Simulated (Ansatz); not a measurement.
## ScOs2: response to strain

Consider ScOs2 (space group P6_3/mmc, No. 194; a = 5.166 Å, c = 8.449 Å; a cell from a computed database, its experimental status unchecked). Axes: x lies along a and z along c of the hexagonal cell.

Strains are applied to the cell and any free atomic positions relax.

Method: Kohn–Sham DFT with the PBEsol functional, run in Ansatz (a program for electronic structure) with PAW and 420 eV plane waves, spin-orbit coupling left out.

Notes on the quantities. pressure: mean of the normal stresses, compression positive; energy relative to the base: free energy F.

```
change                           pressure  energy relative to the base  shortest interatomic distance         space group
------------------------------  ---------  ---------------------------  -----------------------------  ------------------
base                              0.0 GPa                   0 meV/atom                        2.481 Å  P6_3/mmc (No. 194)
isotropic strain −3.41 %         33.3 GPa                +152 meV/atom                        2.402 Å  P6_3/mmc (No. 194)
isotropic strain +5.58 %        -28.6 GPa               +0.299 eV/atom                        2.592 Å  P6_3/mmc (No. 194)
uniaxial strain ε_xx = +0.82 %          …                            …                              …       Cmcm (No. 63)
uniaxial strain ε_yy = +0.66 %   -1.7 GPa                +0.8 meV/atom                        2.480 Å       Cmcm (No. 63)
```

Q: Fill in the withheld entries from the trend.

A: 
- uniaxial strain ε_xx = +0.82 %, pressure: -2.1 GPa
- uniaxial strain ε_xx = +0.82 %, energy relative to the base: +1.2 meV/atom
- uniaxial strain ε_xx = +0.82 %, shortest interatomic distance: 2.484 Å

Without a gap, meshes like the base's 9×9×5 leave anisotropic stresses uncertain by several tenths of a GPa, and small strain energies with them. Whether these cells are dynamically stable was not tested. All final runs are without spin polarisation.
